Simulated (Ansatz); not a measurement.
The starting structures come from a database of crystals and need not be the phases stable at ambient conditions.

 Where the default PAW files enter, the runs use the earlier of Ansatz's two default sets.

By PBEsol, the system below comes out a metal.

Crystal: Zr$_{5}$Ge$_{3}$ (P6_3/mcm, not sure to be the ambient phase, 16 atoms a cell, 19.8 Å³ an atom, -3 GPa at this level); planes in its conventional cell.

Calculation: PBEsol (plane waves, PAW; Ansatz, a quantum-chemistry and plane-wave program).

Ballistic conductance counts the channels of both spins, as a mean over 0.1 eV about the Fermi level; spin-orbit coupling is left out.

```csv
plane,area (Å²),G/A (10¹⁵ S/m²)
(001),56.5,0.35
(100),45.4,…
```

Some entries are withheld; supply them.


- (100), G/A (10¹⁵ S/m²): 0.24
